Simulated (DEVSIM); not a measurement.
Device: abrupt Si p-n junction, at 300 K.

Layer 1 from the left is Si, thickness (μm) 73.0, Na (cm⁻³) 6.8e16, τn (s) 1.1e-7, τp (s) 1.1e-7. Layer 2 from the left is Si, thickness (μm) 4.40, Nd (cm⁻³) 8.4e15, τn (s) 1.1e-7, τp (s) 1.1e-7.

Left contact: ohmic. Right contact: ohmic. Voltage is applied to the left contact. Recombination: SRH at mid-gap, Auger. Mobility is μmin + (μ − μmin)/(1 + (N/Nref)^α).

Constants are typed, rounded textbook-type inputs, not results; the design itself was drawn at random and stands for no fabricated device. Values at 300 K.

Si: gap (eV) 1.124, affinity (eV) 4.05, permittivity 11.7, Nc (cm⁻³) 2.86e19, Nv (cm⁻³) 3.1e19, μn (cm²/Vs) 1417, μp (cm²/Vs) 470, μn,min 52, μp,min 45, Nref,n 9.7e16, Nref,p 2.2e17, αn 0.68, αp 0.72, Cn (cm⁶/s) 2.8e-31, Cp (cm⁶/s) 9.9e-32.

Simulated with DEVSIM: 1D drift-diffusion, Boltzmann statistics, complete ionisation; no tunnelling, impact ionisation, image-force lowering or self-heating.

### Question
What does the simulation give for the largest field in the device at zero bias, the potential step across the device at zero bias, the dark forward voltage at 100 A/cm²?

### Answer
largest field in the device at zero bias 40000 V/cm; potential step across the device at zero bias 0.755 V; dark forward voltage at 100 A/cm² 0.922 V.
